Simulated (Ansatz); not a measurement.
The parent structure is Ga$_{2}$O$_{3}$ (space group C2/m, No. 12; a = 12.2547 Å, b = 3.0389 Å, c = 5.8078 Å, α = γ = 90.00°, β = 103.81°).

Level of theory: r2SCAN (Ansatz, a program for electronic structure; PAW; 500 eV plane waves; no SOC), earlier PAW set.

For the base:

| Item | Result |
|---|---|
| Band gap | 3.03 eV |
| Smallest direct gap | 3.07 eV |
| Density | 5.93 g/cm³ |
| Shortest interatomic distance | 3.464 bohr |

Now apply this change: a hydrostatic pressure of 2.1 GPa.

### Question
What happens to the band gap?

### Answer
The band gap rises by 0.093 eV to 3.13 eV.

### Question
How does this affect the smallest direct gap?

### Answer
The smallest direct gap grows by 0.09 eV to 3.16 eV.

### Question
What does the calculation give for the density after the change?

### Answer
The density rises by 0.07 g/cm³, from 5.93 g/cm³ to 6.00 g/cm³.

### Question
What does the calculation give for the shortest interatomic distance after the change?

### Answer
The shortest interatomic distance shrinks by 0.009 bohr (3.464 bohr → 3.455 bohr).

Load acts through the strain it causes; cell and atoms are relaxed under it. No phonon test of stability was made.
